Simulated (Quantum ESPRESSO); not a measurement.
Input and output of a self-consistent single point for Be (P6_3/mmc, 2 atoms in the cell) (Quantum ESPRESSO).

Method: PBE, PseudoDojo standard norm-conserving (PBE) pseudopotentials (plane waves; Quantum ESPRESSO).

The change in words: lattice scaled by 0.98. Reference geometry:
```xyz
2
Lattice="2.2390 0.0000 0.0000 -1.1195 1.9390 0.0000 0.0000 0.0000 3.5334" Properties=species:S:1:pos:R:3 pbc="T T T"
Be     0.0000     1.2927     2.6500
Be     1.1195     0.6463     0.8833
```

Reference input (self-consistent single point, DFT, PBE, plane waves, PseudoDojo standard norm-conserving (PBE) pseudopotentials): ecutwfc = 90 Ry; occupations = smearing; smearing = fd; degauss = 0.0036749 Ry; potentials = {Be: Be.upf}; K_POINTS = automatic 13 13 8 0 0 0; conv_thr = 1e-08 Ry; mixing_beta = 0.7. This run's input differs from it in these lines:

```diff
@@ -23,4 +23,4 @@
 ATOMIC_POSITIONS {angstrom}
-Be    0.00000000    1.29266532    2.65001625
-Be    1.11948101    0.64633266    0.88333875
+Be    0.00000000    1.26681207    2.59701600
+Be    1.09709144    0.63340604    0.86567200
 K_POINTS {automatic}
@@ -28,5 +28,5 @@
 CELL_PARAMETERS {bohr}
-   4.23102502     0.00000000     0.00000000
-  -2.11551251     3.66417515     0.00000000
-   0.00000000     0.00000000     6.67707325
+   4.14640470     0.00000000     0.00000000
+  -2.07320235     3.59089180     0.00000000
+   0.00000000     0.00000000     6.54353197
```

Output, abridged:

```
     Self-consistent Calculation

     iteration #  1     ecut=    90.00 Ry     beta= 0.70

     Threshold (ethr) on eigenvalues was too large:
     Diagonalizing with lowered threshold

     total energy              =     -55.81434986 Ry
     estimated scf accuracy    <       0.00310113 Ry

     iteration #  2     ecut=    90.00 Ry     beta= 0.70

     total energy              =     -55.81435554 Ry
     estimated scf accuracy    <       0.00019682 Ry

     iteration #  3     ecut=    90.00 Ry     beta= 0.70

     total energy              =     -55.81436134 Ry
     estimated scf accuracy    <       0.00000014 Ry

     iteration #  4     ecut=    90.00 Ry     beta= 0.70
     End of self-consistent calculation

     Number of k-points >= 100: set verbosity='high' to print the bands.

     the Fermi energy is     9.5357 ev

!    total energy              =     -55.81436142 Ry
     estimated scf accuracy    <          1.3E-09 Ry
     smearing contrib. (-TS)   =      -0.00005532 Ry
     internal energy E=F+TS    =     -55.81430610 Ry

     convergence has been achieved in   4 iterations

     Forces acting on atoms (cartesian axes, Ry/au):

     atom    1 type  1   force =    -0.00000000    0.00000000    0.00000000
     atom    2 type  1   force =     0.00000000   -0.00000000    0.00000000

     Total force =     0.000000     Total SCF correction =     0.000000

          total   stress  (Ry/bohr**3)                   (kbar)     P=      143.79
   0.00100875  -0.00000000   0.00000000          148.39       -0.00        0.00
  -0.00000000   0.00100875   0.00000000           -0.00      148.39        0.00
   0.00000000   0.00000000   0.00091491            0.00        0.00      134.59

   JOB DONE.
```

The run converged in 4 iterations. Against the reference run the free energy goes up by 26.8 meV/atom and the pressure goes from 5.02 to 14.38 GPa.

The starting cell comes from a database of computed structures (which also holds hypothetical and non-ambient phases and stackings), without a prior relaxation at this level. Its lattice was rescaled by a random factor within 2.5 % of one. For this run, on top of that: lattice scaled by 0.98. With a pressure of about 14 GPa the cell is away from its equilibrium volume at this level.
